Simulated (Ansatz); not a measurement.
A computed series for CdTe: response to strain

The reference is CdTe in the zinc blende structure (space group F-43m, No. 216; a = 6.618 Å).

Strains are applied to the cell and any free atomic positions relax.

The values are results of PBE/PAW in Ansatz (a quantum-chemistry and plane-wave program), without spin-orbit coupling, not measurements.

Notes on the quantities. hole mass: degenerate bands, along [100].

```csv
case,band gap,hole mass,shortest interatomic distance
base,0.59 eV,"0.054, 0.57, 0.57 mₑ (at Γ)",2.866 Å
isotropic strain −3.00 %,0.86 eV,"0.071, 0.49, 0.49 mₑ (at Γ)",2.780 Å
isotropic strain −2.50 %,0.81 eV,"0.068, 0.51, 0.51 mₑ (at Γ)",2.794 Å
isotropic strain −2.00 %,0.77 eV,"0.065, 0.52, 0.52 mₑ (at Γ)",2.808 Å
isotropic strain −1.00 %,0.67 eV,"0.059, 0.55, 0.55 mₑ (at Γ)",2.837 Å
isotropic strain +0.50 %,0.54 eV,"0.051, 0.59, 0.59 mₑ (at Γ)",2.880 Å
isotropic strain +1.00 %,0.50 eV,"0.048, 0.60, 0.60 mₑ (at Γ)",2.894 Å
isotropic strain +1.50 %,0.46 eV,"0.044, 0.62, 0.62 mₑ (at Γ)",2.909 Å
isotropic strain +2.00 %,0.42 eV,"0.041, 0.63, 0.63 mₑ (at Γ)",2.923 Å
isotropic strain +2.50 %,0.37 eV,"0.038, 0.65, 0.65 mₑ (at Γ)",2.937 Å
```

Spin-orbit coupling, missing from the scalar runs, can matter with Te. Effective masses come from finite differences of ±0.01 Å⁻¹. Whether these cells are dynamically stable was not tested.
